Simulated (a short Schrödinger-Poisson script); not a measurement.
Stack: MOS inversion layer, Al2O3 on p-type Si(100), at 400 K.

From the gate side: 3.5 nm Al2O3; 270 nm Si, acceptors 2.6e18 cm⁻³.

Constants are typed, rounded textbook-type inputs, not results; the design itself was drawn at random and stands for no fabricated device. Al2O3: permittivity 9, conduction-band edge (eV) 2.7, gap (eV) 6.8, electron mass (mₑ) 0.3. Si: permittivity 11.7, conduction-band edge (eV) 0, gap (eV) 1.124, Nv at 300 K (cm⁻³) 3.1e19.

Channel valleys (confinement mass, in-plane density-of-states mass, number): Δ2 0.916, 0.19, 2; Δ4 0.19, 0.417, 4. At the gate the conduction-band edge of layer 1 lies 2.96 eV − eVg above the Fermi level of the channel; the field vanishes at the back. Gaps are held at their typed values at every temperature. Mesh 0.03 nm at interfaces.

From a short Schrödinger-Poisson script (our own, NumPy): 1D Poisson equation in equilibrium, electrons quantum, Hartree (BenDaniel-Duke, 12 states a valley, the channel's in-plane mass for all, wave functions ending at the dielectric), parabolic valleys, classical holes, full ionisation, no traps, pinning or gate leakage.

```csv
Vg (V),electrons (cm⁻²),C (μF/cm²),Δ2 E0 (meV from the Fermi level),Δ4 E0 (meV from the Fermi level)
0.5,1.72e9,0.417,287.0,385.8
0.55,5.17e9,0.418,248.7,349.3
0.6,1.54e10,0.439,210.6,312.9
0.65,4.47e10,0.506,173.5,277.6
0.7,1.19e11,0.659,139.1,245.0
0.75,2.73e11,0.888,109.9,217.5
0.8,5.22e11,1.12,86.7,196.1
0.85,8.52e11,1.29,68.8,180.0
0.9,1.24e12,1.42,54.6,167.7
0.95,1.67e12,1.50,43.1,158.0
1,2.13e12,1.56,33.4,150.1
1.05,2.61e12,1.61,24.9,143.5
1.1,3.10e12,1.65,17.5,137.8
1.15,3.61e12,1.68,10.7,132.9
1.2,4.13e12,1.70,4.5,128.5
1.25,4.65e12,1.72,-1.2,124.5
1.3,5.18e12,1.74,-6.5,121.0
1.35,5.72e12,1.75,-11.6,117.6
```

Gate voltages with under 1e9 electrons/cm² are left out.

Q: At Vg = 1.35 V the lowest Δ2 subband lies at -11.6 meV from the Fermi level. How many electrons does it hold, and what share of all?

A: The two-dimensional density of states is g m/(πħ²) = 1.59e11 cm⁻² meV⁻¹ (both spins), kT = 34.5 meV, so n = D kT ln(1 + exp(−E/kT)) = 4.79e12 cm⁻², 0.84 of the 5.72e12 cm⁻² in all.

Q: Compare the slope of the sheet density between 1.25 and 1.35 V with the geometric capacitance of the layers between gate and channel.

A: q Δn/ΔV = 1.71 μF/cm²; ε0/Σ(t/ε) = 2.28 μF/cm². The ratio is 0.75: the channel acts as a further capacitance in series.
